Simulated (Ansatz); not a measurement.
The starting structures come from a database of crystals and need not be the phases stable at ambient conditions.

 Where the default PAW files enter, the runs use the earlier of Ansatz's two default sets.

Here is the system:

```xyz
16
Lattice="2.8380 0.0000 0.0000 0.0000 4.3860 0.0000 0.0000 0.0000 9.3871" Properties=species:S:1:pos:R:3 pbc="T T T"
Al     2.1285     2.4098     3.3477
Al     0.7095     1.9762     6.0394
Al     0.7095     0.2168     1.3458
Al     2.1285     4.1692     8.0412
H      2.1285     3.9940     5.5464
H      0.7095     0.3920     3.8406
H      0.7095     1.8010     8.5342
H      2.1285     2.5850     0.8529
O      2.1285     0.8990     6.5496
O      0.7095     3.4870     2.8374
O      0.7095     3.0920     7.5310
O      2.1285     1.2940     1.8561
O      2.1285     3.0519     5.2066
O      0.7095     1.3341     4.1804
O      0.7095     0.8589     8.8740
O      2.1285     3.5271     0.5131
```

Space group of this cell: Pnma. The cell is taken as given; by PBEsol its mean pressure is 2.8 GPa.

Transport runs along the normal of the first two printed cell vectors.

The gap is the functional's own. No spin-orbit coupling. Mid-gap values are interpolated on the energy grid.

Q: Give the band gap and the smallest decay constant κ at mid-gap that PBEsol (Ansatz, a quantum-chemistry and plane-wave program) yields.

A: Gap 5.80 eV on a 10×8×4 mesh; κ = 0.388 1/Å, at the zone centre.
